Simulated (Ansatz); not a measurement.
## Effect of O on a Hf site (antisite), symmetric start on HfO2

Base system: a 24-atom supercell of HfO2 (space group P4_2/nmc, No. 137; a = 3.568 Å, c = 5.167 Å) at its relaxed geometry.

The change: one Hf atom is replaced by O, atoms relaxed at fixed cell.

Method: DFT with PBEsol, PAW potentials and a 420 eV plane-wave cutoff in Ansatz (an electronic-structure program), spin-orbit coupling left out, earlier PAW set. k-mesh 5×5×5 (Γ-centred); smearing 0.01 eV (Fermi–Dirac).

```tsv
quantity	base	changed	shift
pressure	0.0 GPa	-4.2 GPa	-4.2 GPa
gap of the supercell	4.57 eV	1.24 eV	-3.33 eV
total moment of the cell	–	0.0 μB	–
energy gained by relaxation	–	2.21 eV	–
largest displacement of a host atom from its site in the perfect cell	–	0.33 Å	–
mean distance from the defect site to its nearest host atoms	2.06 Å	1.81 Å	-0.25 Å
```

Final structure:

```yaml
crystal:
  lattice:
    - [3.56753, -3.56753, -5.16669]
    - [0.00000, 7.13506, 0.00000]
    - [3.56753, -3.56753, 5.16669]
  atoms:
    - { symbol: O, position: [0.00000, 0.00000, 0.00000] }
    - { symbol: Hf, position: [0.00886, 0.50000, 0.99114] }
    - { symbol: Hf, position: [0.50000, 0.00000, 0.50000] }
    - { symbol: Hf, position: [0.49114, 0.50000, 0.50886] }
    - { symbol: Hf, position: [0.00509, 0.50000, 0.50509] }
    - { symbol: Hf, position: [0.00509, 0.01017, 0.50509] }
    - { symbol: Hf, position: [0.49491, 0.50000, 0.99491] }
    - { symbol: Hf, position: [0.49491, 0.98983, 0.99491] }
    - { symbol: O, position: [0.90126, 0.20919, 0.09874] }
    - { symbol: O, position: [0.90126, 0.79081, 0.09874] }
    - { symbol: O, position: [0.39091, 0.22627, 0.60909] }
    - { symbol: O, position: [0.39091, 0.77373, 0.60909] }
    - { symbol: O, position: [0.64659, 0.29034, 0.35341] }
    - { symbol: O, position: [0.64659, 0.70966, 0.35341] }
    - { symbol: O, position: [0.15262, 0.29673, 0.84738] }
    - { symbol: O, position: [0.15262, 0.70327, 0.84738] }
    - { symbol: O, position: [0.14411, 0.29673, 0.44935] }
    - { symbol: O, position: [0.06307, 0.70966, 0.35625] }
    - { symbol: O, position: [0.64375, 0.29034, 0.93693] }
    - { symbol: O, position: [0.55065, 0.70327, 0.85589] }
    - { symbol: O, position: [0.83536, 0.22627, 0.61718] }
    - { symbol: O, position: [0.88955, 0.79081, 0.69207] }
    - { symbol: O, position: [0.30793, 0.20919, 0.11045] }
    - { symbol: O, position: [0.38282, 0.77373, 0.16464] }
```

The magnetic state is the one reached from the starting moments; the real material's order can differ, and small cells can't hold many antiferromagnetic ones. The cell is small, so the values are those of an ordered compound at a high defect concentration; dilute-limit values will differ. The defect started on the symmetric site and kept its symmetry, so it may sit on a saddle. With Hf present, leaving out spin-orbit coupling can change the band edges. Seeded moments were not kept for O on a Hf site (antisite). The defect cell is spin-polarised and ends with 0.0 μB. This is not the structure that HfO2 has at room temperature and ambient pressure.
